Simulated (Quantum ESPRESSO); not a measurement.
# Habitual settings against a tight run: CoBiO3 (P4mm, 5 atoms in the cell)

Self-consistent single point.

```
CoBiO3
1.0
    3.68720     0.00000     0.00000
    0.00000     3.68720     0.00000
    0.00000     0.00000     3.98062
Co Bi O
1 1 3
Direct
  0.50000   0.50000   0.62281
  0.00000   0.00000   0.05096
  0.50000   0.00000   0.69608
  0.00000   0.50000   0.69608
  0.50000   0.50000   0.16257
```

Method: PBEsol, SSSP 1.1.2 efficiency (PBE) pseudopotentials (plane waves; Quantum ESPRESSO).

Base settings: ecutwfc = 55 Ry; ecutrho = 440 Ry; occupations = smearing; smearing = marzari-vanderbilt; degauss = 0.0147 Ry; input_dft = pbesol; potentials = {Co: Co_pbe_v1.2.uspp.F.UPF, Bi: Bi_pbe_v1.uspp.F.UPF, O: O.pbe-n-kjpaw_psl.0.1.UPF}; K_POINTS = automatic 9 9 8 1 1 1; conv_thr = 1e-10 Ry.

Tight run (finer mesh or higher cutoff; not a proven limit): ecutwfc: 55 Ry → 77 Ry; ecutrho: 440 Ry → 616 Ry; conv_thr: 1e-10 Ry → 7.3e-11 Ry; K_POINTS: automatic 9 9 8 1 1 1 → automatic 13 13 11 1 1 1. It gave Fermi level (on the code's own zero) 13.84 eV; pressure 4.06 GPa; largest force (vector length) 0.438 eV/Å.

Quick runs, as changes from the base:
- A: the base itself
- B: ecutwfc: 55 Ry → 50 Ry; ecutrho: 440 Ry → default; input_dft: pbesol → default; conv_thr: 1e-10 Ry → 7.3e-05 Ry; pseudopotentials: {Co: Co_pbe_v1.2.uspp.F.UPF, Bi: Bi_pbe_v1.uspp.F.UPF, O: O.pbe-n-kjpaw_psl.0.1.UPF} → {Co: Co.upf, Bi: Bi.upf, O: O.upf}; K_POINTS: automatic 9 9 8 1 1 1 → automatic 4 4 4 1 1 1 [LDA (PW92)]
- C: ecutwfc: 55 Ry → 60 Ry; ecutrho: 440 Ry → default; input_dft: pbesol → default; pseudopotentials: {Co: Co_pbe_v1.2.uspp.F.UPF, Bi: Bi_pbe_v1.uspp.F.UPF, O: O.pbe-n-kjpaw_psl.0.1.UPF} → {Co: Co.upf, Bi: Bi.upf, O: O.upf}; K_POINTS: automatic 9 9 8 1 1 1 → automatic 1 1 1 1 1 1 [LDA (PW92)]
- D: ecutwfc: 55 Ry → 28 Ry; ecutrho: 440 Ry → 224 Ry; K_POINTS: automatic 9 9 8 1 1 1 → automatic 8 8 8 1 1 1
- E: ecutwfc: 55 Ry → 33 Ry; ecutrho: 440 Ry → 264 Ry; smearing: marzari-vanderbilt → gaussian; degauss: 0.0147 Ry → 0.036749 Ry; K_POINTS: automatic 9 9 8 1 1 1 → automatic 6 6 6 1 1 1
- F: ecutwfc: 55 Ry → 50 Ry; ecutrho: 440 Ry → default; input_dft: pbesol → default; pseudopotentials: {Co: Co_pbe_v1.2.uspp.F.UPF, Bi: Bi_pbe_v1.uspp.F.UPF, O: O.pbe-n-kjpaw_psl.0.1.UPF} → {Co: Co.upf, Bi: Bi.upf, O: O.upf}; K_POINTS: automatic 9 9 8 1 1 1 → automatic 2 2 2 1 1 1 [LDA (PW92)]

Energies are extrapolated to zero smearing width, which holds to low order in the width alone (under cold and Methfessel-Paxton smearing the free energy itself is taken).

Dashes: energy of B, C, F, another energy zero; pressure of B, not trusted under this conv_thr with d or f elements.

† marks runs with another functional, U, potentials or spin treatment: their distance from the tight run is not a convergence error alone.

The count of work is k-points × plane waves × bands × iterations; it is no time. 

The starting cell comes from a database of computed structures (which also holds hypothetical and non-ambient phases and stackings), without a prior relaxation at this level. Its lattice was rescaled by a random factor within 2.5 % of one. Spin polarisation is off, so a magnetic state, if there is one, cannot be reached. In the base run, with a pressure of about 4 GPa the cell is away from its equilibrium volume at this level.

```
run  energy less tight (meV/atom)  pressure less tight (GPa)  largest miss in a force vector (eV/Å)  count of work / tight
---  ----------------------------  -------------------------  -------------------------------------  ---------------------
A                            13.2                       0.01                                  0.034                   0.22
B†                              –                          –                                  0.583                 0.0074
C†                              –                    -100.53                                  3.013                 0.0024
D                          1184.6                     -90.08                                  0.138                  0.050
E                           277.0                     -23.74                                  0.378                  0.029
F†                              –                    -233.44                                  0.457                 0.0020
```

Among the runs at the tight run's level, the energy misses run from 13.2 to 1184.6 meV/atom.
